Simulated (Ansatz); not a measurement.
# ZrSi2: x(Ti) = 0.75, 12 atoms, Pm

Start from ZrSi$_{2}$ (space group Cmcm, No. 63; a = 3.6887 Å, b = 14.8584 Å, c = 3.6668 Å).

The other end (x = 1) is TiSi$_{2}$ (space group Cmcm, No. 63): 14.16 Å³/atom, gap zero.

Perturbation: Ti replaces 75.0 % of the Zr, ordered in a cell of 12 atoms (starting symmetry Pm) and fully relaxed.

Method: r2SCAN/PAW in Ansatz (an electronic-structure program), no SOC. k-mesh 7×13×7 (Γ-centred); smearing 0.05 eV (Fermi–Dirac), for the changed cell.

```json
[
 {"quantity": "volume per atom", "base": "16.75 Å³", "changed": "14.85 Å³", "shift": "-1.90 Å³"},
 {"quantity": "density", "base": "4.87 g/cm³", "changed": "4.28 g/cm³", "shift": "-0.59 g/cm³"},
 {"quantity": "band gap", "base": "zero", "changed": "zero", "shift": "–"},
 {"quantity": "mixing energy (to 0.01 eV only: unlike meshes or grids)", "base": "–", "changed": "+0.01 eV/atom", "shift": "–"},
 {"quantity": "deviation of the volume from the linear (Vegard-type) interpolation", "base": "–", "changed": "+0.3 %", "shift": "–"}
]
```

Final structure:

```
ZrTi3Si8
1.0
    7.13678     0.00000     0.00000
    0.00000     3.58915     0.00000
   -1.78017     0.00000     6.95653
Si Ti Zr
8 3 1
Direct
  0.96181   0.00000   0.89665
  0.48634   0.00000   0.89585
  0.53422   0.50000   0.12200
  0.02688   0.50000   0.12261
  0.62431   0.00000   0.49775
  0.12230   0.00000   0.48794
  0.86961   0.50000   0.49372
  0.37620   0.50000   0.49061
  0.80101   0.00000   0.20830
  0.30246   0.00000   0.20523
  0.69672   0.50000   0.78693
  0.19816   0.50000   0.79241
```

Cost of the whole job for the changed cell (relaxation, final SCF and bands): very roughly 40 core-minutes.

Each cell is one ordered arrangement of few atoms, which overstates ordering effects compared with a random alloy. No phonon test of stability was made. All final runs are without spin polarisation.
